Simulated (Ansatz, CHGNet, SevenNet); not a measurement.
**SnSe (model structure, started from the 4H type, P6₃mc, No. 186, 8 atoms in the cell): properties by level of theory**

```json
[
 {"level (code)": "CHGNet 0.3.0", "equilibrium lattice constant a (Å)": "4.018", "lattice parameter c (Å)": "17.888"},
 {"level (code)": "CHGNet-r²SCAN", "equilibrium lattice constant a (Å)": "3.885", "lattice parameter c (Å)": "(withheld)"},
 {"level (code)": "SevenNet-l3i5", "equilibrium lattice constant a (Å)": "5.156", "lattice parameter c (Å)": "11.960"},
 {"level (code)": "LDA (Ansatz)", "equilibrium lattice constant a (Å)": "(withheld)", "lattice parameter c (Å)": "11.627"}
]
```

Question: Complete the blanks.

Answer: 
- CHGNet-r²SCAN, lattice parameter c (Å): 18.001
- LDA (Ansatz, a quantum-chemistry and plane-wave program), equilibrium lattice constant a (Å): 4.970

Caveats: the cell has another shape than the first-principles one, perhaps another minimum in the same group (CHGNet 0.3.0, CHGNet-r²SCAN). Ansatz's density-functional and Hartree–Fock values are scalar-relativistic unless marked +SOC, with PAW data made under PBE.

Computed values are for the static lattice.

A model structure was made by putting elements into a prototype or built by hand; it is no filed structure, need not be a known phase, and can be a saddle point held by its symmetry.
